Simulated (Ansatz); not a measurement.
Start from TiN in the rock salt structure (space group Fm-3m, No. 225).

```yaml
crystal:
  lattice:
    - [0.00000, 2.11625, 2.11625]
    - [2.11625, 0.00000, 2.11625]
    - [2.11625, 2.11625, 0.00000]
  atoms:
    - { symbol: N, position: [0.00000, 0.00000, 0.00000] }
    - { symbol: Ti, position: [0.50000, 0.50000, 0.50000] }
```

Cartesian axes are those of the cell as printed.

Calculations: r2SCAN/PAW in Ansatz (a quantum-chemistry and plane-wave program), spin-orbit coupling left out.

Before the change:

The volume per atom is 9.48 Å³ and the pressure comes out as 0.0 GPa.

Perturbation: biaxial strain −4.88 %, plane normal [001], relaxed out of plane (Cartesian); in-plane vectors clamped, the third vector and the atoms free.

What does the calculation give for the energy relative to the base, volume per atom and pressure after the change?

The energy grows by 118 meV/atom; the volume per atom decreases by 0.71 Å³, from 9.48 Å³ to 8.77 Å³; the pressure (mean of the normal stresses, compression positive) goes from zero to 30.9 GPa.

Without a gap, meshes like the base's 19×19×19 leave anisotropic stresses uncertain by several tenths of a GPa, and small strain energies with them. No phonon test of stability was made. The final runs are not spin-polarised. An odd electron count without spin: TiN.
